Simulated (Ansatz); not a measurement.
## Hypothetical P4_2/mnm InP: response to strain

Take InP (space group P4_2/mnm, No. 136; a hypothetical phase, not in the database extracts checked) as the base.

```
CELL_PARAMETERS angstrom
      7.27655     0.00000     0.00000
      0.00000     7.27655     0.00000
      0.00000     0.00000     4.21578
ATOMIC_POSITIONS crystal
  In 0.82186 0.17814 0.50000
  In 0.17814 0.82186 0.50000
  In 0.32186 0.32186 0.00000
  In 0.67814 0.67814 0.00000
  P  0.81951 0.81951 0.50000
  P  0.18049 0.18049 0.50000
  P  0.68049 0.31951 0.00000
  P  0.31951 0.68049 0.00000
```

Cartesian axes are those of the cell as printed.

Strains are applied to the cell and any free atomic positions relax; under stress the whole cell relaxes.

Levels (all Ansatz, a quantum-chemistry and plane-wave program, PAW): PBE (420 eV, no spin-orbit coupling); PBEsol (420 eV, no spin-orbit coupling).

The base cell above is that of PBE; each level relaxes its own structures.

Notes on the quantities. energy relative to the base: free energy F.

| case | energy relative to the base, PBE | energy relative to the base, PBEsol |
|---|---|---|
| uniaxial strain ε_zz = +1.13 % | +1.2 meV/atom | … |
| tensor shear ε_xz = −0.60 % | +0.3 meV/atom | +0.3 meV/atom |
| uniaxial stress, 8 GPa compression along z | +57 meV/atom | +54 meV/atom |
| uniaxial stress, 5 GPa compression along x | +47 meV/atom | … |

Question: Some entries are withheld; estimate them.

Answer: 
- uniaxial strain ε_zz = +1.13 %, energy relative to the base, PBEsol: +1.2 meV/atom
- uniaxial stress, 5 GPa compression along x, energy relative to the base, PBEsol: +34 meV/atom

The two levels differ by at most about 13 meV/atom. They put the cases in the same order.

Stability under load was not tested beyond the relaxation.
